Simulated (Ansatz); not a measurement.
Take TiC in the rock salt structure (space group Fm-3m, No. 225; relaxed with 0.1 eV smearing) as the base.

```
CELL_PARAMETERS angstrom
      0.00000     2.14668     2.14668
      2.14668     0.00000     2.14668
      2.14668     2.14668     0.00000
ATOMIC_POSITIONS crystal
  Ti 0.00000 0.00000 0.00000
  C  0.50000 0.50000 0.50000
```

All numbers come from PBEsol (Ansatz, a program for electronic structure; PAW; 420 eV plane waves; no spin-orbit coupling).

Base values:

| Property | Result |
|---|---|
| Pressure | 0.0 GPa |
| Band gap | zero |

The change: every lattice vector is stretched by 1.67 %; the atoms relax in the strained cell.

Task: What happens to the pressure, energy relative to the base and band gap?

Result: The pressure goes from zero to -12.0 GPa; the energy goes up by 20 meV/atom; the band gap is still zero.

Whether these cells are dynamically stable was not tested. The base started in Pnma and relaxed to Fm-3m at this level. The final runs are not spin-polarised.
